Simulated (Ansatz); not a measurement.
Consider Ru in the hcp (Mg type) structure (space group P6_3/mmc, No. 194; a = 2.722 Å, c = 4.291 Å).

Computed with PBE (Ansatz, a program for electronic structure; PAW; 420 eV plane waves; without spin-orbit coupling).

Before the change:

| Quantity | Value |
|---|---|
| Lattice parameter a | 5.144 bohr |
| Band gap | zero |

The change: cell and atoms relaxed at a pressure of 0.9 GPa.

**Question.** What does the calculation give for the lattice parameter a and band gap after the change?

**Answer.** The lattice parameter a shrinks by 0.005 bohr (5.144 bohr → 5.139 bohr); the band gap is still zero.

Load acts through the strain it causes; cell and atoms are relaxed under it. Whether these cells are dynamically stable was not tested. The final runs are not spin-polarised.
